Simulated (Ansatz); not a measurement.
Here is the system:

```yaml
crystal:
  lattice:
    - [0.00000, 3.24967, 3.24967]
    - [3.24967, 0.00000, 3.24967]
    - [3.24967, 3.24967, 0.00000]
  atoms:
    - { symbol: Hg, position: [0.00000, 0.00000, 0.00000] }
    - { symbol: Te, position: [0.25000, 0.25000, 0.25000] }
```

No spin polarisation.

Method: LDA (Ansatz, a program for electronic structure, PAW, spin-orbit coupling left out). Γ-centred 9×9×9 mesh, Fermi–Dirac width 0.05 eV.

Q: Predict the band gap, space group and pressure.

A: 
```json
{
  "band_gap": "zero",
  "space_group": "F-43m (No. 216)",
  "pressure": "-1.3 GPa"
}
```

A case with no gap was solved on a k-mesh chosen for an insulator, which is coarse for it. With Hg and Te present, leaving out spin-orbit coupling can change the band edges. The cells carry an imposed strain or load. No phonon test of stability was made. The final runs are not spin-polarised. The cell was made from HgTe in the zinc blende structure (space group F-43m, No. 216) by this change: isotropic strain +1.00 %. The zero or small gap of HgTe can change with the level of theory.
